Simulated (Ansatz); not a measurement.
The reference is Al$_{2}$O$_{3}$ in the corundum structure (space group R-3c, No. 167).

```xyz
10
Lattice="2.4044 1.3882 4.3746 -2.4044 1.3882 4.3746 0.0000 -2.7764 4.3746" Properties=species:S:1:pos:R:3 pbc="T T T"
Al     0.0000     0.0000     8.5023
Al     0.0000     0.0000     1.9404
Al     0.0000     0.0000     4.6215
Al     0.0000     0.0000    11.1835
O      0.7362     1.5013     5.4683
O     -1.6682    -0.1131     5.4683
O     -0.7362    -1.5013     7.6556
O     -0.9321     1.3882     7.6556
O      1.6682     0.1131     7.6556
O      0.9321    -1.3882     5.4683
```

Cartesian axes are those of the cell as printed.

All numbers come from PBE/PAW in Ansatz (an electronic-structure program), spin-orbit coupling left out.

For the base:

| Property | Result |
|---|---|
| Band gap | 5.85 eV |
| Electron mass | 0.38 mₑ along c, 0.36 mₑ across (at Γ) |

One thing is altered: biaxial strain −0.75 %, plane normal [001], relaxed out of plane (Cartesian); in-plane vectors clamped, the third vector and the atoms free.

Question: Estimate the effect on the in-plane stress, band gap and electron mass.

Answer: The mean in-plane stress (compression positive) amounts to +4.2 GPa; the band gap rises by 0.15 eV, from 5.85 eV to 6.00 eV; the electron mass becomes 0.38 mₑ (at Γ) (base: 0.38 mₑ along c, 0.36 mₑ across (at Γ)).

Masses are band curvatures over ±0.01 Å⁻¹ around the edge. Whether these cells are dynamically stable was not tested.
